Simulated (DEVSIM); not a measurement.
Structure: Schottky contact on p-type GaP, at 250 K.

Layer 1 from the left is GaP, thickness (μm) 16.0, Na (cm⁻³) 2.2e17, τn (s) 6.1e-7, τp (s) 6.1e-7.

Left contact: Schottky, work function 4.74 eV, emission velocity 1.9e6 cm/s. Right contact: ohmic. Voltage is applied to the left contact. Recombination: SRH at mid-gap, radiative. Mobility is μmin + (μ − μmin)/(1 + (N/Nref)^α).

The device is made up for the run: typed textbook-type constants, with dimensions and the other settings drawn at random. Values at 300 K; Nc and Nv go as T^1.5, mobilities as T to minus their exponent, the gap by Varshni's rule with the affinity fixed.

GaP: gap (eV) 2.26, affinity (eV) 3.8, permittivity 11.1, Nc (cm⁻³) 1.8e19, Nv (cm⁻³) 1.9e19, μn (cm²/Vs) 250, μp (cm²/Vs) 150, μn,min 10, μp,min 10, Nref,n 4.4e18, Nref,p 1e18, αn 0.8, αp 0.85, T exponent of μn 1.6, T exponent of μp 1.98, B (cm³/s) 1e-13, Varshni α (eV/K) 0.00058, Varshni β (K) 372.

DEVSIM, 1D drift-diffusion, Boltzmann statistics, complete ionisation; no tunnelling, impact ionisation, image-force lowering or self-heating. Metal contacts follow the ideal Schottky-Mott rule: no Fermi-level pinning, no interface dipoles.

Dark forward current:

```tsv
|V| (V)	|J| (A/cm²)
0.40	4.857e-13
0.45	4.939e-12
0.50	5.023e-11
0.55	5.106e-10
0.60	5.191e-9
0.65	5.275e-8
0.70	5.359e-7
0.75	5.441e-6
0.80	5.523e-5
0.85	0.0005601
0.90	0.005675
0.95	0.05739
1.00	0.5756
1.05	5.452
1.10	37.02
1.15	125.2
1.20	254.8
1.25	404.7
1.30	565.2
1.35	732.0
1.40	902.7
1.45	1076
1.50	1252
1.55	1429
1.60	1607
1.65	1787
```

Problem. Work out the local ideality factor n = ΔV / (kT/q · ln(J2/J1)) between the rows 0.40 and 0.45 V, 0.45 and 0.50 V, 1.60 and 1.65 V.

Solution. kT/q = 21.54 mV. From 0.40 to 0.45 V: ln(4.939e-12/4.857e-13) = 2.319, n = 1.00, near the 1 of diffusion or emission over a barrier. From 0.45 to 0.50 V: ln(5.023e-11/4.939e-12) = 2.319, n = 1.00, near the 1 of diffusion or emission over a barrier. From 1.60 to 1.65 V: ln(1787/1607) = 0.106, n = 21.86; the layers' resistance at their doping, Σ W/(qμN) = 0.00026 Ω cm², would take 48 mV of this step of 50 mV.

Problem. Estimate the current at 0.70 V for emission alone, J0 = q v N_band exp(−φB/kT), and read the barrier back from the simulated current.

Solution. φB = 1.339 eV, N_band = 1.45e19 cm⁻³, J0 = 4.35e-21 A/cm²; J = J0 (exp(qV/kT) − 1) = 5.65e-7 A/cm². The simulation gives 5.36e-7 A/cm²; the estimate lies 5.4 % above. Read backwards, the simulated current gives an apparent barrier of 1.341 eV. The estimate leaves out transport through the depletion region and minority injection.
